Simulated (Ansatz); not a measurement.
System: Ga2O3 (C2/m, No. 12, 10 atoms in the cell; start COD 7249717). Method: PBE (Ansatz, a first-principles code, plane waves, PAW).

Run with plane-wave cutoff 520 eV, 12×12×6 k mesh (along the axes of the cell as run), Fermi–Dirac smearing 0.01 eV, scalar-relativistic PAW data made under PBE.

Cell (measured lattice):

```
CELL_PARAMETERS angstrom
      6.12350    -1.52200     0.00000
      6.12350     1.52200     0.00000
     -1.39324     0.00000     5.64419
ATOMIC_POSITIONS crystal
  Ga 0.90951 0.90951 0.70552
  Ga 0.09049 0.09049 0.29448
  Ga 0.65866 0.65866 0.81391
  Ga 0.34134 0.34134 0.18609
  O  0.82640 0.82640 0.93650
  O  0.17360 0.17360 0.06350
  O  0.83540 0.83540 0.39100
  O  0.16460 0.16460 0.60900
  O  0.49630 0.49630 0.75660
  O  0.50370 0.50370 0.24340
```

Problem. Predict the band gap and smallest direct gap on the k points sampled.

Solution. 
- band gap = 2.36 eV (indirect)
- smallest direct gap on the k points sampled = 2.40 eV

Note: cell and atoms aren't relaxed at this level (largest force component 0.15 eV/Å, pressure 7.8 GPa).

Spin–orbit coupling is not included.

Computed values are for the static lattice.

The result took very roughly 80 core-seconds.
